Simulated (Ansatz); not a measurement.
Input and output of a self-consistent single point for HfAu2 (I4/mmm, 3 atoms in the cell) (Ansatz, an electronic-structure program).

Computed with LDA (PW92), PAW files made with PBE (plane waves; Ansatz).

The change in words: lattice scaled by 0.98. Reference geometry:
```
CELL_PARAMETERS angstrom
     -1.73013     1.73013     4.25131
      1.73013    -1.73013     4.25131
      1.73013     1.73013    -4.25131
ATOMIC_POSITIONS crystal
  Hf 0.00000 0.00000 0.00000
  Au 0.66735 0.66735 0.00000
  Au 0.33265 0.33265 0.00000
```

Reference input (self-consistent single point, DFT, LDA (PW92), plane waves, PAW files made with PBE): basis.ecutwfc = 420 eV; kpoints.mp_grid.grid = 11 11 11; hamiltonian.xc = lda; hamiltonian.pseudopotentials = {kind: paw} (an earlier, softer set of the program's PAW files); scf.occupations.method = fermi_dirac; scf.occupations.width = 0.1 eV. This run's input differs from it in these lines:

```diff
@@ -3,5 +3,5 @@
   lattice:
-    - [-1.730129, 1.730129, 4.251313]
-    - [1.730129, -1.730129, 4.251313]
-    - [1.730129, 1.730129, -4.251313]
+    - [-1.695526, 1.695526, 4.166287]
+    - [1.695526, -1.695526, 4.166287]
+    - [1.695526, 1.695526, -4.166287]
   atoms:
```

Output, abridged:

```
SCF iter   1: F=—  HF=-41235.268663 eV  |F-HF|=—  |Δ(HF+E_count)|=         —  Δρ=4.22e-1  dr2=1.81e2  ethr=3.10e-3  ⟨swp⟩=5.5  Hψ=16407  notcnv=0  defer=1
all-band conjugate gradients solve this SCF's bands
preconditioner: auto → Kerker (q_TF=auto, 2.863 Å⁻¹)
SCF iter   2: F=—  HF=-41221.884864 eV  |F-HF|=—  |Δ(HF+E_count)|=    1.34e1  Δρ=2.36e-1  dr2=6.05e1  ethr=3.10e-3  ⟨swp⟩=3.0  Hψ=11257  notcnv=0  defer=6
   [... lines left out ...]
SCF iter   8: F=—  HF=-41211.908650 eV  |F-HF|=—  |Δ(HF+E_count)|=   7.83e-5  Δρ=3.72e-4  dr2=1.33e-4  ethr=5.61e-7  ⟨swp⟩=2.0  Hψ=5948  notcnv=0  defer=8
SCF iter   9: F=—  HF=-41211.908616 eV  |F-HF|=—  |Δ(HF+E_count)|=   3.46e-5  Δρ=7.94e-5  dr2=4.02e-6  ethr=2.08e-7  ⟨swp⟩=2.0  Hψ=7817  notcnv=0  defer=8
SCF iter  10: F=—  HF=-41211.908612 eV  |F-HF|=—  |Δ(HF+E_count)|=   3.81e-6  Δρ=9.17e-6  dr2=2.74e-8  ethr=1.56e-10  ⟨swp⟩=5.9  Hψ=26945  notcnv=0
SCF iter  11: F=-41211.908612 eV  HF=-41211.908612 eV  |F-HF|=2.71e-9  |Δ(HF+E_count)|=   3.19e-9  Δρ=2.33e-6  dr2=2.29e-9  ethr=4.29e-11  ⟨swp⟩=2.2  Hψ=16390  notcnv=0
SCF 1 converged in 11 iterations: F = -41211.908612 eV  dr2 = 2.29e-9
Free energy (F): -41211.908612 eV
Internal energy: -41211.869165 eV  (E = F + TS)
E sigma→0 (E₀):  -41211.888888 eV
Entropy (-TS):   -0.039447 eV (-13.149 meV/atom)
Fermi energy:    24.438953 eV
--- Forces (eV/Å), atoms counted from 1 ---
  atom   1  Hf    -0.00000000    -0.00000000     0.00000000
  atom   2  Au     0.00000000    -0.00000000     0.16442039
  atom   3  Au    -0.00000000    -0.00000000    -0.16442039
--- Stress (GPa, compression-positive) ---
       21.247841      -0.000000       0.000000
       -0.000000      21.247841      -0.000000
        0.000000      -0.000000      24.345440
  P = ⅓ Tr σ = 22.2804 GPa (222.804 kbar)
  The stress holds the Pulay correction. Without it, at fixed plane waves, as pw.x and ABINIT print it: P = 22.2235 GPa
```

The run converged in 11 iterations. Against the reference run the free energy goes up by 87.3 meV/atom, the pressure goes from 6.65 to 22.28 GPa and the largest force goes from 0.096 to 0.164 eV/Å.

The starting cell comes from a database of computed structures (which also holds hypothetical and non-ambient phases and stackings), without a prior relaxation at this level. Its lattice was rescaled by a random factor within 2.5 % of one. For this run, on top of that: lattice scaled by 0.98. With a pressure of about 22 GPa the cell is away from its equilibrium volume at this level. Ansatz's pressure includes its estimate of the finite-basis (Pulay) stress.

Cost on one core of a shared machine: roughly 30 s.

Keys are those of Ansatz 0.2.
